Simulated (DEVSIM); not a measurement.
Device: Schottky contact on n-type Si, at 300 K.

```
layer (left to right)  material  thickness (μm)  Nd (cm⁻³)   τn (s)   τp (s)
---------------------  --------  --------------  ---------  -------  -------
1                            Si            6.30       6e16  0.00011  0.00011
2                            Si            29.0     2.9e18  0.00011  0.00011
```

Left contact: Schottky, work function 4.51 eV, emission velocity 4.5e6 cm/s. Right contact: ohmic. Voltage is applied to the left contact. Recombination: SRH at mid-gap, radiative, Auger. Mobility is μmin + (μ − μmin)/(1 + (N/Nref)^α).

Constants are typed, rounded textbook-type inputs, not results; the design itself was drawn at random and stands for no fabricated device. Values at 300 K.

```
parameter           Si
-------------  -------
gap (eV)         1.124
affinity (eV)     4.05
permittivity      11.7
Nc (cm⁻³)      2.86e19
Nv (cm⁻³)       3.1e19
μn (cm²/Vs)       1417
μp (cm²/Vs)        470
μn,min              52
μp,min              45
Nref,n          9.7e16
Nref,p          2.2e17
αn                0.68
αp                0.72
B (cm³/s)      4.7e-15
Cn (cm⁶/s)     2.8e-31
Cp (cm⁶/s)     9.9e-32
```

Model (solved in DEVSIM): 1D drift-diffusion, Boltzmann statistics, complete ionisation; no tunnelling, impact ionisation, image-force lowering or self-heating. Metal contacts follow the ideal Schottky-Mott rule: no Fermi-level pinning, no interface dipoles.

Problem. Give the dark forward current.

Solution. 
(V (V), J (A/cm²)): (0.05, 2.1); (0.10, 15); (0.15, 80); (0.20, 250); (0.25, 530); (0.30, 860); (0.35, 1200); (0.40, 1600); (0.45, 2000); (0.50, 2400)
